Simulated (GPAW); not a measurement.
A self-consistent single point of Cr (Im-3m, 1 atom in the cell) with GPAW.

Method: PBEsol, GPAW PAW datasets PBEsol (made by gpaw-setup) (plane waves; GPAW).

```
CELL_PARAMETERS angstrom
     -1.41840     1.41840     1.41840
      1.41840    -1.41840     1.41840
      1.41840     1.41840    -1.41840
ATOMIC_POSITIONS crystal
  Cr 0.00000 0.00000 0.00000
```
Moments meant for the start (each program seeds them in its own way; μB, in the order of the atoms Cr): 3.0.

Reference input (self-consistent single point, DFT PBE, plane waves, GPAW PAW datasets PBE (gpaw-data 1.0.1)): spinpol = true; mode = pw; ecut = 800 eV; xc = PBE; kpts = 13 13 13; mesh shift (steps) = 0 0 0; occupations.name = fermi-dirac; occupations.width = 0.1 eV; nbands = -7; convergence.forces = 0.001 eV/Å; symmetry.symmorphic = false; symmetry.tolerance = 0.0005. This run's input differs from it in these lines:

```diff
@@ -15,3 +15,3 @@
             mode=PW(800),
-            xc='PBE',
+            xc='PBEsol',
             kpts=(13, 13, 13),
```

Its files differ too (potentials: GPAW PAW datasets PBEsol (made by gpaw-setup)).

The program printed (abridged):

```
     iter     time        total  log10-change:         magmom
                         energy   eigst   dens  force
iter:   1 --:--:--    -9.064174                          +2.9979
iter:   2 --:--:--    -9.871421   -1.64  -1.19           +1.6259
iter:   3 --:--:--   -10.613250   -1.67  -1.15           -0.2501
iter:   4 --:--:--   -10.113506   -0.89  -0.93           +0.0811
iter:   5 --:--:--   -10.108538   -1.51  -1.68           +0.0337
iter:   6 --:--:--   -10.112108   -2.52  -2.55           -0.0043
iter:   7 --:--:--   -10.113299   -3.52  -2.09           -0.0006
iter:   8 --:--:--   -10.108122   -3.08  -1.96           +0.0012
iter:   9 --:--:--   -10.108089   -4.93  -3.16           +0.0006
iter:  10 --:--:--   -10.108151c  -5.21  -2.94           +0.0000
iter:  11 --:--:--   -10.108152c  -6.30  -4.03c          +0.0000
iter:  12 --:--:--   -10.108146c  -6.75  -4.28c          +0.0000
iter:  13 --:--:--   -10.108153c  -7.07  -4.25c          +0.0000
iter:  14 --:--:--   -10.108153c  -7.83c -5.09c          +0.0000
iter:  15 --:--:--   -10.108155c  -7.90c -5.10c -22.20c   +0.0000
Converged after 15 iterations.

Dipole moment: (0.000000, 0.000000, -0.000000) |e|*Ang

Total magnetic moment: (0.000000, 0.000000, 0.000000)
Local magnetic moments:
   0 Cr ( 0.000000,  0.000000,  0.000002)

Energy contributions relative to reference atoms: (reference = -28553.124111)

Kinetic:        -16.253014
Potential:      +10.111248
External:        +0.000000
XC:              -4.181900
Entropy (-ST):   -0.021815
Local:           +0.226418
SIC:             +0.000000
--------------------------
Free energy:    -10.119063
Extrapolated:   -10.108155

Spin contamination: 0.000000 electrons
Showing only first 2 kpts
                      Up                     Down
 Kpt  Band  Eigenvalues  Occupancy  Eigenvalues  Occupancy
  0     1     10.37862    0.99991     10.37862    0.99991
   [... lines left out ...]
  1     4     12.28063    0.00006     12.28063    0.00006

Fermi level: 11.30651

No gap
No difference between direct/indirect transitions
Energy (eV): -10.108155

Forces in eV/Ang:
  0 Cr    0.00000    0.00000    0.00000

Stress tensor:
     0.043525    -0.000000    -0.000000
    -0.000000     0.043525     0.000000
    -0.000000     0.000000     0.043525
Stress (GPa, Voigt): [ 6.9734  6.9734  6.9734  0.     -0.     -0.    ]
```

The run converged in 15 iterations. GPAW prints stress with tension positive. Against the reference run the pressure goes from 1.97 to -6.97 GPa.

The starting cell was generated: these elements placed on a structure prototype, without a prior relaxation; it need not be a known phase or ordering of this composition. Its lattice was rescaled by a random factor within 2.5 % of one. The starting moments vanished: the run ended non-magnetic, which need not be the lowest state. With a pressure of about -7 GPa the cell is away from its equilibrium volume at this level.

Cost on one core of a shared machine: roughly 40 s.
